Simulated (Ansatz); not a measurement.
Start from V3Si in the A15 (Cr3Si type) structure (space group Pm-3n, No. 223; a = 4.650 Å).

All numbers come from PBEsol/PAW in Ansatz (a first-principles code), without spin-orbit coupling.

For the base:

```
Property    Value
--------  -------
Pressure  0.0 GPa
```

Modification: every lattice vector is shortened by 3.53 %, atoms relaxed at fixed cell.

How does this affect the energy relative to the base?

The energy goes up by 101 meV/atom.

Predict the new pressure.

The pressure goes from zero to 27.7 GPa.

The cells carry an imposed strain or load. Stability against distortions was not tested. Starting moments died away, wholly or in part, for the base; another magnetic solution may exist. All final runs are without spin polarisation.
